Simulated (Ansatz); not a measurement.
The starting structures come from a database of crystals and need not be the phases stable at ambient conditions.

Tunnelling through a barrier is set by its complex band structure: the current falls as exp(−2κd) with the smallest κ.

Data:

```
Bi2SeTe2
1.0
    4.29816     0.00000     0.00000
   -2.14908     3.72231     0.00000
    2.14908     1.24077     9.91991
Bi Te Se
2 2 1
Direct
  0.78981   0.39491   0.81528
  0.21019   0.60509   0.18472
  0.57566   0.78783   0.63651
  0.42434   0.21217   0.36349
  0.00000   0.00000   0.00000
```

Space group of this cell: R-3m. The cell was relaxed by PBE-D3(BJ); by r2SCAN its mean pressure is 1.6 GPa.

Transport runs along the normal of the first two printed cell vectors, the (001) plane of the conventional cell.

The gap is the functional's own, uncorrected, and κ follows it; spin-orbit coupling is left out. Mid-gap values are interpolated between the computed energies.

**Question.** Predict the band gap and the smallest decay constant κ at mid-gap from r2SCAN run with Ansatz (a program for electronic structure).

**Answer.** Gap 0.30 eV on a 8×8×8 mesh; κ = 0.042 1/Å, at the zone centre.
